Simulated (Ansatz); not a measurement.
Start from KF in the rock salt structure (space group Fm-3m, No. 225; a = 5.421 Å).

Structures relaxed with Ansatz (a program for electronic structure), PBE, PAW, cutoff 420 eV, no SOC.

Base:

Simulated powder pattern, Cu Kα, λ = 1.54184 Å (kinematic, ideal powder, no thermal factors, no anomalous dispersion; the 14 strongest lines at most, above 2 %, up to 2θ = 90°):

```json
[
 {"2θ (°)": "28.52", "I/Imax (%)": "23", "hkl": "(111)"},
 {"2θ (°)": "33.05", "I/Imax (%)": "100", "hkl": "(200)"},
 {"2θ (°)": "47.44", "I/Imax (%)": "62", "hkl": "(220)"},
 {"2θ (°)": "56.29", "I/Imax (%)": "9.4", "hkl": "(311)"},
 {"2θ (°)": "59.03", "I/Imax (%)": "19", "hkl": "(222)"},
 {"2θ (°)": "69.34", "I/Imax (%)": "8.0", "hkl": "(400)"},
 {"2θ (°)": "76.62", "I/Imax (%)": "4.0", "hkl": "(331)"},
 {"2θ (°)": "78.99", "I/Imax (%)": "21", "hkl": "(420)"},
 {"2θ (°)": "88.33", "I/Imax (%)": "16", "hkl": "(422)"}
]
```

Modification: a hydrostatic pressure of 0.7 GPa.

Question: Predict the new powder pattern.

Answer: 
Simulated powder pattern, Cu Kα, λ = 1.54184 Å (kinematic, ideal powder, no thermal factors, no anomalous dispersion; the 14 strongest lines at most, above 2 %, up to 2θ = 90°):

```csv
2θ (°),I/Imax (%),hkl
28.74,23,(111)
33.31,100,(200)
47.82,62,(220)
56.75,9.3,(311)
59.52,19,(222)
69.95,8.0,(400)
77.31,4.0,(331)
79.71,21,(420)
89.18,16,(422)
```

The indices refer to the base's conventional cell; one index is shown for lines that coincide.

Load acts through the strain it causes; cell and atoms are relaxed under it. Stability against distortions was not tested.
